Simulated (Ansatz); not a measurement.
Here is the system:

```
CSi
1.0
    0.00000     2.14521     2.33480
    2.14521     0.00000     2.33480
    2.14521     2.14521     0.00000
Si C
1 1
Cartesian
  0.00000   0.00000   0.00000
  1.07260   1.07260   1.16740
```

These are r2SCAN with spin-orbit coupling, rigid bands (plane waves, PAW; Ansatz, a first-principles code) values and carry that method's errors. Condition of this run: uniaxial stress along [001] of -25 GPa (compression positive) (the target of the relaxation). How the cell was made: cell and atoms relaxed with PBEsol, then loaded as said.

Q: What conductivity effective mass do dilute holes have at 300 K?

A: 0.46 (x), 0.46 (y), 0.69 (z) mₑ.

Q: What conductivity effective mass do dilute electrons have at 300 K?

A: 0.34 (x), 0.34 (y), 0.26 (z) mₑ.

Q: And the band gap?

A: 1.27 eV at this level; semilocal functionals usually fall short of the measured gap.

Rigid bands, one relaxation time for all states, no polarons. Geometry: cell and atoms relaxed with PBEsol.
